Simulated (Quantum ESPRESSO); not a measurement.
## Parameter sweep on CaPb3 (P1, 4 atoms in the cell)

```yaml
crystal:
  lattice:
    - [4.89100, 0.00000, 0.00000]
    - [0.00000, 4.89100, 0.00000]
    - [0.00000, 0.00000, 4.89100]
  atoms:
    - { symbol: Ca, position: [0.98981, 0.00463, 0.99533] }
    - { symbol: Pb, position: [0.00293, 0.48813, 0.50501] }
    - { symbol: Pb, position: [0.49314, 0.01548, 0.49427] }
    - { symbol: Pb, position: [0.51412, 0.49176, 0.00539] }
```

Base run A: Quantum ESPRESSO with PBEsol, GBRV 1.5 ultrasoft (PBESOL) pseudopotentials, self-consistent single point.

Its settings: ecutwfc = 40 Ry; ecutrho = 200 Ry; occupations = smearing; smearing = gauss; degauss = 0.0147 Ry; potentials = {Ca: ca_pbesol_v1.uspp.F.UPF, Pb: pb_pbesol_v1.uspp.F.UPF}; K_POINTS = automatic 5 5 5 0 0 0; conv_thr = 1e-09 Ry; mixing_beta = 0.4.

The starting cell comes from a database of published, mostly measured structures (it also holds non-ambient and calculated ones), without a prior relaxation at this level. Its atoms were displaced at random from the sites of space group no. 221.

ΔF is the free energy per atom less that of run A. 

Run A gave: pressure (GPa) -0.35; largest force (eV/Å) 0.332.

Runs:
- B: lattice scaled by 0.97
- C: lattice scaled by 0.97; ecutwfc: 40 Ry → 24 Ry; ecutrho: 200 Ry → 120 Ry
- D: lattice scaled by 0.985
- E: lattice scaled by 0.985; ecutwfc: 40 Ry → 24 Ry; ecutrho: 200 Ry → 120 Ry
- F: lattice scaled by 1.015
- G: lattice scaled by 1.015; ecutwfc: 40 Ry → 24 Ry; ecutrho: 200 Ry → 120 Ry
- H: lattice scaled by 1.03
- I: lattice scaled by 1.03; ecutwfc: 40 Ry → 24 Ry; ecutrho: 200 Ry → 120 Ry
- J: ecutwfc: 40 Ry → 24 Ry; ecutrho: 200 Ry → 120 Ry

Question: What does run C change against A?

Answer: The free energy goes up by 46.4 meV/atom, the pressure goes from -0.35 to 2.85 GPa and the largest force goes from 0.332 to 0.445 eV/Å.

Question: What does run J change against A?

Answer: The free energy goes up by 17.6 meV/atom, the pressure goes from -0.35 to -1.71 GPa and the largest force stays at 0.332 eV/Å.

Question: What does run B change against A?

Answer: The free energy rises by 28.9 meV/atom, the pressure goes from -0.35 to 4.30 GPa and the largest force goes from 0.332 to 0.445 eV/Å.

| run | ΔF (meV/atom) | pressure (GPa) | largest force (eV/Å) |
|---|---|---|---|
| A | 0.00 | -0.35 | 0.332 |
| B | 28.9 | 4.30 | 0.445 |
| C | 46.4 | 2.85 | 0.445 |
| D | 5.4 | 1.73 | 0.386 |
| E | 22.7 | 0.34 | 0.386 |
| F | 10.0 | -2.03 | 0.284 |
| G | 27.2 | -3.30 | 0.284 |
| H | 33.3 | -3.36 | 0.240 |
| I | 50.6 | -4.60 | 0.241 |
| J | 17.6 | -1.71 | 0.332 |
